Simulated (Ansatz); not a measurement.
An ideal cubic perovskite cell is held by its symmetry; such compounds can tilt or shift off centre at room temperature. The starting structures come from a database of crystals and need not be the phases stable at ambient conditions.

Data:

```
CELL_PARAMETERS angstrom
      4.20893     0.00000     0.00000
      0.00000     5.95233     0.00000
      0.00000     2.97616     2.97616
ATOMIC_POSITIONS crystal
  Zr 0.00000 0.00000 0.00000
  Pb 0.50000 0.50000 0.00000
  O  0.00000 0.50000 0.50000
  O  0.00000 0.00000 0.50000
  O  0.50000 0.00000 0.00000
```

Space group of this cell: Pm-3m, cubic perovskite. The cell is taken as given; by r2SCAN its mean pressure is -5.6 GPa.

These are r2SCAN (plane waves, PAW; Ansatz, a first-principles code) values and carry that method's errors.

The current runs along the normal of the first two printed vectors; no spin-orbit coupling. Scaled by the factor s: all lengths (ions clamped). Meshes 10×10×10 and 8×6 across the current in all rows.

```
s     mean pressure (GPa)  band gap (eV)
----  -------------------  -------------
0.98                  4.5           2.90
1.00                 -5.6           2.73
1.02                -13.2              ?
```

### Question
Take the slope of the band gap against ln s from the two given rows, extrapolate to s = 1.02, and say what the run there gives.

### Answer
Slope = (2.90 − 2.73) / ln 0.98 = -8.41 eV. The line gives 2.73 + (-8.41) × ln 1.02 = 2.56 eV. The run gives 2.54 eV, 0.02 eV under the line, 14 % of the predicted step.
